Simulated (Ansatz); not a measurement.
V₂O₅ (Pmmn), PBEsol, rigid bands (Ansatz, a first-principles code): N_c = 1.48e20 cm⁻³ at 300 K and an electron conductivity mass of 7.34 mₑ along z (a = (3.54, 0.00, 0.00) Å; b = (0.00, 11.51, 0.00) Å; c = (0.00, 0.00, 4.37) Å).

For 1e17 electrons per cm³ at 300 K, place the Fermi level, estimate the Seebeck coefficient of a parabolic band with constant τ, and give mobility and conductivity for τ = 50 fs.

The level lies k_BT ln(N_c/n) = 0.189 eV below the conduction-band minimum. S ≈ −(k_B/e)[ln(N_c/n) + 5/2] = -844 μV/K, against -837 μV/K from the full bands (mean over directions). μ = eτ/m = 12.0 cm²/(V·s) and σ = neμ = 0.192 S/cm. τ is assumed, not computed.

Band transport and this doping are assumed; polarons and phonon drag are left out. Spin-orbit coupling is left out.

Formula and space group known from diffraction (Crystallography Open Database), not checked to be the room-temperature form: V2O5 (Pmmn). Treated as nonmagnetic, magnetic states not searched for: V2O5 (Pmmn).
